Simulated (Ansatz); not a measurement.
Defect: La-vacancy pair (La on one host Zr site, one Zr site vacant) in monoclinic ZrO2, charge state -5. Level of theory: PBE, PAW (plane waves to 420 eV; Ansatz, a program for electronic structure).

Cell of 96 host sites held at the relaxed PBE lattice; the Γ point alone; Fermi-Dirac width 0.01 eV, spin-restricted; finite-size errors left in. Static, classical nuclei. Spin-orbit coupling is left out. The charge state is imposed; whether it is stable for some Fermi level was not computed. Forms of the defect that were not tried may lie lower. The start lies 0.42 eV above the lowest site run (PBE).

Barriers: single points on a 2×2×2 k-point mesh shifted by half a step at the bands' geometries.

The step: direct exchange of La with the vacancy (La-vacancy distance between ideal sites 3.45 Å throughout) (strongly reconstructed ends). Atoms about the jump, Cartesian Å from the middle of the jump, before and after:

| atom | x0 | y0 | z0 | x1 | y1 | z1 |
|---|---|---|---|---|---|---|
| La1 | -0.19 | 1.05 | 1.17 | 0.19 | -1.05 | -1.17 |
| O2 | -1.01 | 0.68 | -0.94 | -0.85 | 0.89 | -1.17 |
| O3 | 1.78 | -0.01 | 0.36 | 1.76 | -0.05 | 0.33 |
| O4 | -1.41 | -0.65 | 2.08 | -1.32 | -0.59 | 1.98 |
| O5 | -2.18 | 2.19 | 1.02 | -2.10 | 2.21 | 1.01 |
| O6 | 1.07 | 2.77 | 0.01 | 1.08 | 2.81 | 0.03 |
| O7 | 1.01 | -2.67 | 0.27 | 1.04 | -2.68 | 0.27 |
| O8 | 1.04 | -0.02 | 3.07 | 1.14 | -0.06 | 3.14 |
| O9 | -1.63 | -2.16 | -1.62 | -1.76 | -2.14 | -1.66 |
| Zr10 | -2.68 | 1.55 | -0.96 | -2.57 | 1.60 | -0.87 |
| Zr11 | 2.10 | -1.49 | 1.72 | 2.08 | -1.42 | 1.78 |
| O12 | -3.76 | -0.05 | 0.32 | -3.73 | -0.02 | 0.29 |
| Zr13 | 2.51 | 1.44 | -0.95 | 2.46 | 1.52 | -0.84 |

### Question
Where do these atoms stand at the saddle point, and how high is it?

### Answer

```json
[
 {"atom": "La1", "x": "-0.32", "y": "0.08", "z": "0.33"},
 {"atom": "O2", "x": "-0.99", "y": "0.87", "z": "-1.57"},
 {"atom": "O3", "x": "1.92", "y": "-0.04", "z": "0.37"},
 {"atom": "O4", "x": "-1.49", "y": "-0.56", "z": "2.13"},
 {"atom": "O5", "x": "-1.98", "y": "2.10", "z": "0.86"},
 {"atom": "O6", "x": "1.02", "y": "2.67", "z": "0.02"},
 {"atom": "O7", "x": "0.98", "y": "-2.57", "z": "0.29"},
 {"atom": "O8", "x": "1.02", "y": "-0.06", "z": "3.05"},
 {"atom": "O9", "x": "-1.66", "y": "-1.96", "z": "-1.48"},
 {"atom": "Zr10", "x": "-2.74", "y": "1.66", "z": "-1.07"},
 {"atom": "Zr11", "x": "2.16", "y": "-1.50", "z": "1.81"},
 {"atom": "O12", "x": "-3.68", "y": "-0.05", "z": "0.31"},
 {"atom": "Zr13", "x": "2.56", "y": "1.51", "z": "-0.93"}
]
```
It lies 1.13 eV above the start and 1.11 eV above the end. The saddle point's order was not checked.
